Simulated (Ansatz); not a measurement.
**PbO2 under a change: isotropic strain −2.40 %**

Start from PbO$_{2}$ in the rutile structure (space group P4_2/mnm, No. 136; a = 4.998 Å, c = 3.411 Å).

The change: the cell is scaled by 0.9760 in all directions; the atoms relax in the strained cell.

Calculations: DFT with PBEsol, PAW potentials and a 420 eV plane-wave cutoff in Ansatz (an electronic-structure program), without spin-orbit coupling. k-mesh 7×7×10 (Γ-centred); smearing 0.05 eV (Fermi–Dirac).

Volume per atom: 13.21 Å³ (base 14.20 Å³)
Space group: P4_2/mnm (No. 136) (base P4_2/mnm (No. 136))
Shortest interatomic distance: 211.2 pm (base 217.4 pm)
Energy relative to the base (free energy F): +35 meV/atom
Pressure (mean of the normal stresses, compression positive): 12.0 GPa (base 0.0 GPa)
Band gap: zero (base zero)
Largest internal atomic displacement: 0.010 Å

With Pb present, leaving out spin-orbit coupling can change the band edges. No phonon test of stability was made. All final runs are without spin polarisation. Gaps under 0.05 eV, about the width of the smearing, are given as zero. A zero or small gap of PbO2 can be the functional's error rather than a property of the material.
